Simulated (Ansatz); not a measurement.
SiGe (P6₃mc, No. 186, 4 atoms in the cell; start mp-978534), treated with r²SCAN (Ansatz, a program for electronic structure, PAW).

Settings: plane-wave cutoff 560 eV, 12×12×6 k mesh (along the axes of the cell as run), Fermi–Dirac smearing 0.01 eV, scalar-relativistic PAW data made under PBE.

Cell (relaxed at this level):

GeSi is modelled in the hexagonal space group P6₃mc (No. 186), the wurtzite structure, Pearson symbol hP4. Lattice parameters: a = 3.9041 Å, b = 3.9041 Å, c = 6.4551 Å, α = 90.00°, β = 90.00°, γ = 120.00°. Si on 2b sees 4 Ge at 2.396–2.414 Å (tetrahedral). Ge on 2b sees 4 Si at 2.396–2.414 Å (tetrahedral). (Neighbours: up to the widest gap in distance over summed covalent radii, below 1.35, at either atom.)

### Question
Give the computed band gap and bulk modulus.

### Answer

* **band gap**: 0.66 eV (on the SCF k mesh)
* **bulk modulus**: 84.4 GPa

Note: the relaxation could not lower the start's symmetry, so the cell can be a saddle point above a distorted one; the bulk modulus is −V dP/dV from two relaxed cells at ±2 % in volume.

Spin–orbit coupling is not included.

Computed values are for the static lattice.

The result took very roughly 2.2 core-minutes.

A start named mp-… is a Materials Project structure, which need not be a measured phase.
